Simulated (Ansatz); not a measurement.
The starting structures come from a database of crystals and need not be the phases stable at ambient conditions.

By PBEsol, the system below comes out a metal.

The ballistic (Sharvin) conductance counts the channels at the Fermi level: G/A = (e²/h) × channels of both spins per area.

Here is the system:

```xyz
8
Lattice="3.1938 0.0000 0.0000 0.0000 14.4541 0.0000 1.5969 0.0000 2.7659" Properties=species:S:1:pos:R:3 pbc="T T T"
Nb     3.1938     1.2042     1.8439
Nb     1.5969    13.2499     0.9220
Nb     1.5969     8.4312     0.9220
Nb     3.1938     6.0229     1.8439
In     3.1938    10.8405     1.8439
In     1.5969     3.6135     0.9220
C      0.0000     0.0000     0.0000
C      0.0000     7.2270     0.0000
```

Space group of this cell: P6_3/mmc. The cell is taken as given; by PBEsol its mean pressure is -6.4 GPa.

The current flows along the normal of the first two printed cell vectors, the (100) plane of the conventional cell. No spin-orbit coupling; the value is a mean over 0.1 eV about the Fermi level.

State the ballistic conductance per area according to Ansatz (a program for electronic structure) with PBEsol.

0.56 × 10¹⁵ S/m² for both spins.
